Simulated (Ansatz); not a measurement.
**Thickness series in hypothetical fluorite ZrSe2**

The reference is ZrSe2 in the fluorite structure (space group Fm-3m, No. 225; a = 6.5075 Å; a hypothetical phase, not in the database extracts checked). Axes: x, y, z lie along the cube axes.

Free-standing slabs (3 atom(s) a layer) normal to [111] with 15 Å of vacuum; in-plane cell held at bulk.

Level of theory: PBEsol, PAW, 420 eV (Ansatz, a program for electronic structure; no spin-orbit coupling).

Computed cases, in order: 1 layer; 2 layers; 3 layers; 4 layers; 5 layers; 6 layers.

**Question.** Between which two neighbouring cases does the band gap open or close?

**Answer.** Between 4 layers (0.16 eV) and 5 layers (zero). The whole series: 1 layer: 0.87 eV; 2 layers: 0.73 eV; 3 layers: 0.46 eV; 4 layers: 0.16 eV; 5 layers: zero; 6 layers: zero.

No phonon test of stability was made. The final runs are not spin-polarised. A zero or small gap of ZrSe2 can be the functional's error rather than a property of the material.
